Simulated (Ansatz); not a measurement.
Consider ZrB2 (space group P6/mmm, No. 191; a = 3.1552 Å, c = 3.5062 Å; relaxed with 0.1 eV smearing). Axes: x lies along a and z along c of the hexagonal cell.

All numbers come from DFT with PBEsol, PAW potentials and a 420 eV plane-wave cutoff in Ansatz (a program for electronic structure), no spin-orbit coupling.

Perturbation: uniaxial strain ε_xx = +3.00 %, all other strain components held at zero, atoms relaxed at fixed cell.

Problem. Predict the new energy relative to the base and stress.

Solution. The energy goes up by 16 meV/atom; the stress (xx, yy, zz, yz, xz, xy; compression positive) amounts to (-16.0, -1.5, -3.5, 0.0, 0.0, 0.0) GPa.

Stability against distortions was not tested. The final runs are not spin-polarised.
